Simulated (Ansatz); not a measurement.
W₃N (model structure, started from the D03 type, Fm-3m, No. 225, 4 atoms in the cell) was calculated with PBEsol (Ansatz, an electronic-structure program, PAW).

Run with plane-wave cutoff 520 eV, 14×14×14 k mesh, Fermi–Dirac smearing 0.05 eV, no spin polarisation, scalar-relativistic PAW data made under PBE.

Cell (relaxed at this level):

W3N is modelled in the cubic space group Fm-3m (No. 225), Pearson symbol cF16. Conventional cell: a = 6.068 Å, b = 6.068 Å, c = 6.068 Å, α = 90.00°, β = 90.00°, γ = 90.00°. N on 4a sees 8 W at 2.628 Å and 6 W at 3.034 Å. W1 on 4b sees 8 W at 2.628 Å and 6 N at 3.034 Å (no clear gap to further neighbours). W2 on 8c is coordinated by 4 W at 2.628 Å and 6 W at 3.034 Å and 4 N at 2.628 Å. (Neighbours: up to the widest gap in distance over summed covalent radii, below 1.35, at either atom; cation-cation and far metal-metal contacts left out.)
(The calculation used a cell of 4 atoms; values per cell refer to that cell.)

Problem. What does this level give for the bulk modulus?

Solution. 
* **bulk modulus**: 262 GPa

Note: the run has no spin polarisation, so it can have missed a magnetic state; the bulk modulus is −V dP/dV from two relaxed cells at ±2 % in volume; the relaxation could raise the start's symmetry but not lower it, so the cell can be a saddle point.

Spin–orbit coupling is not included; it can open a gap where bands touch, and shift volumes and moduli.

Computed values are for the static lattice.

The result took very roughly 80 core-seconds.

A model structure was made by putting elements into a prototype or built by hand; it is no filed structure, need not be a known phase, and can be a saddle point held by its symmetry.
